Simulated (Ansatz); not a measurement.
An Ansatz (a quantum-chemistry and plane-wave program) input (PBEsol in Ansatz (plane waves to 420 eV, PAW, spin-orbit coupling left out)):

Ansatz 0.2 input:
```yaml
crystal:
  lattice:
    - [4.9253863676, 2.8436731452, 1.9518581737]
    - [-4.9253863676, 2.8436731452, 1.9518581737]
    - [0, -5.6873462904, 1.9518581737]
  atoms:
    - { symbol: Ge, position: [0.7161871956, 0.7161871956, 0.7161871956] }
    - { symbol: Ge, position: [0.2838128044, 0.2838128044, 0.2838128044] }
    - { symbol: Ge, position: [0.0304840348, 0.726269854, 0.5340544239] }
    - { symbol: Ge, position: [0.9695159652, 0.273730146, 0.4659455761] }
    - { symbol: Ge, position: [0.5340544239, 0.0304840348, 0.726269854] }
    - { symbol: Ge, position: [0.4659455761, 0.9695159652, 0.273730146] }
    - { symbol: Ge, position: [0.726269854, 0.5340544239, 0.0304840348] }
    - { symbol: Ge, position: [0.273730146, 0.4659455761, 0.9695159652] }
basis: { ecutwfc: 420, ecutrho_ratio: 4, xc_grid: 2, fft_grid_basis: typed }
kpoints: { mp_grid: { grid: [10, 10, 10] } }
hamiltonian:
  xc: pbesol
  dispersion: none
  pseudopotentials: { kind: paw }
scf: { occupations: { method: fermi_dirac, width: 0.05 }, convergence: { dr2_threshold: 0.0000000008 } }
output: { forces: true, stress: true }
```

Which symmetry and how many k-points will the program report, and about how many plane waves at Γ?

Space group R-3 (ITA 148) with 6 operations, k-points 172 of 1000, and 3211 plane waves at Γ.

No phonon test of stability was made. The cell is Ge (space group R-3, No. 148; a cell from a computed database, its experimental status unchecked). This is not the structure that Ge has at room temperature and ambient pressure.
